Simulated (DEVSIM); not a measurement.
System: Schottky contact on n-type Si, at 300 K.

Layer 1 from the left is Si, thickness (μm) 0.530, Nd (cm⁻³) 7.9e15, τn (s) 1.1e-5, τp (s) 1.1e-5.

Left contact: Schottky, work function 4.81 eV, emission velocity 1.1e7 cm/s. Right contact: ohmic. Voltage is applied to the left contact. Recombination: SRH at mid-gap, radiative, Auger. Mobility is constant in doping.

The device is made up for the run: typed textbook-type constants, with dimensions and the other settings drawn at random. Values at 300 K.

Si: gap (eV) 1.124, affinity (eV) 4.05, permittivity 11.7, Nc (cm⁻³) 2.86e19, Nv (cm⁻³) 3.1e19, μn (cm²/Vs) 1417, μp (cm²/Vs) 470, B (cm³/s) 4.7e-15, Cn (cm⁶/s) 2.8e-31, Cp (cm⁶/s) 9.9e-32.

Model (solved in DEVSIM): 1D drift-diffusion, Boltzmann statistics, complete ionisation; no tunnelling, impact ionisation, image-force lowering or self-heating. Metal contacts follow the ideal Schottky-Mott rule: no Fermi-level pinning, no interface dipoles.

Dark forward current:

```
|V| (V)  |J| (A/cm²)
-------  -----------
0.05        4.125e-5
0.10       0.0003228
0.15        0.002243
0.20         0.01529
0.25          0.1035
0.30          0.6948
0.35           4.588
0.40           28.97
0.45           157.9
0.50           602.0
0.55            1478
0.60            2672
```

**Question.** Work out the local ideality factor n = ΔV / (kT/q · ln(J2/J1)) between the rows 0.15 and 0.20 V, 0.55 and 0.60 V.

**Answer.** kT/q = 25.85 mV. From 0.15 to 0.20 V: ln(0.01529/0.002243) = 1.919, n = 1.01, near the 1 of diffusion or emission over a barrier. From 0.55 to 0.60 V: ln(2672/1478) = 0.592, n = 3.27; the layers' resistance at their doping, Σ W/(qμN) = 3.0e-5 Ω cm², would take 35 mV of this step of 50 mV.

**Question.** Estimate the current at 0.25 V for emission alone, J0 = q v N_band exp(−φB/kT), and read the barrier back from the simulated current.

**Answer.** φB = 0.760 eV, N_band = 2.86e19 cm⁻³, J0 = 8.59e-6 A/cm²; J = J0 (exp(qV/kT) − 1) = 0.136 A/cm². The simulation gives 0.103 A/cm²; the estimate lies 32 % above. Read backwards, the simulated current gives an apparent barrier of 0.767 eV. The estimate leaves out transport through the depletion region and minority injection.
